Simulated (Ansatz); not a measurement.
The parent structure is MoTe$_{2}$ in the 2H-MoS2 type structure (space group P6_3/mmc, No. 194; layered, stacked along the Cartesian z axis).

Space group P6₃/mmc (No. 194); a = b = 3.497 Å, c = 13.697 Å, α = β = 90.00°, γ = 120.00°

```
atom  site  symmetry       x       y       z
----  ----  --------  ------  ------  ------
Mo      2d      -6m2  0.6667  0.3333  0.2500
Te      4f       3m.  0.3333  0.6667  0.1173
```

Computed with Ansatz (an electronic-structure program) PBE-D3(BJ), scalar-relativistic without spin-orbit coupling, earlier PAW set.

One change was made to it. Results:

```tsv
quantity	base	after
volume per atom	24.17 Å³	20.22 Å³
band gap	0.60 eV	zero
c/a ratio	3.917	3.831
```

### Question
Which of these changes matches the shifts?
A) pressure −2 GPa
B) pressure 0.9 GPa
C) pressure 30 GPa
D) pressure 4.5 GPa
E) pressure 15 GPa

### Answer
E, pressure 15 GPa. For comparison, the volume per atom in the other runs: pressure 0.9 GPa gives 23.73 Å³; pressure 4.5 GPa gives 22.45 Å³; pressure −2 GPa gives 25.75 Å³; pressure 30 GPa gives 18.42 Å³.

A case with no gap was solved on a k-mesh chosen for an insulator, which is coarse for it. With Te present, leaving out spin-orbit coupling can change the band edges. Load acts through the strain it causes; cell and atoms are relaxed under it. No phonon test of stability was made. Competing high-pressure phases were not computed. All final runs are without spin polarisation. The D3 term's C6 switches between coordination references near this geometry, which can add small steps to energies. The zero or small gap of MoTe2 under pressure 15 GPa and MoTe2 under pressure 4.5 GPa can change with the level of theory.
